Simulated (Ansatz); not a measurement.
Consider the following.

```yaml
crystal:
  lattice:
    - [5.07588, 0.00000, 0.00000]
    - [0.00000, 5.07588, 0.00000]
    - [0.00000, 0.00000, 3.60328]
  atoms:
    - { symbol: Ce, position: [0.50000, 0.50000, 0.50000] }
    - { symbol: Ce, position: [0.00000, 0.00000, 0.00000] }
    - { symbol: O, position: [0.81293, 0.81293, 0.50000] }
    - { symbol: O, position: [0.31293, 0.68707, 0.00000] }
    - { symbol: O, position: [0.68707, 0.31293, 0.00000] }
    - { symbol: O, position: [0.18707, 0.18707, 0.50000] }
```

No spin polarisation.

All numbers come from DFT with PBEsol, PAW potentials and a 420 eV plane-wave cutoff in Ansatz (a first-principles code), no SOC. k-mesh 7×7×9 (Γ-centred); smearing 0.05 eV (Fermi–Dirac).

Problem. What is the computed band gap?

Solution. 2.12 eV.

Problem. What is the computed valence-band top at Γ (three highest levels, from the VBM)?

Solution. 0.00, -0.30, -0.43 eV.

Problem. Predict the hole mass.

Solution. 1.2 mₑ along c, 2.1 mₑ across (at Γ).

Problem. What is the computed space group?

Solution. P4_2/mnm (No. 136).

Effective masses come from finite differences of ±0.01 Å⁻¹. Stability against distortions was not tested. Seeded moments were not kept for Ti → Ce. The final runs are not spin-polarised. The cell was made from TiO2 by this change: Ti → Ce; the result is a model cell, its experimental status unchecked.
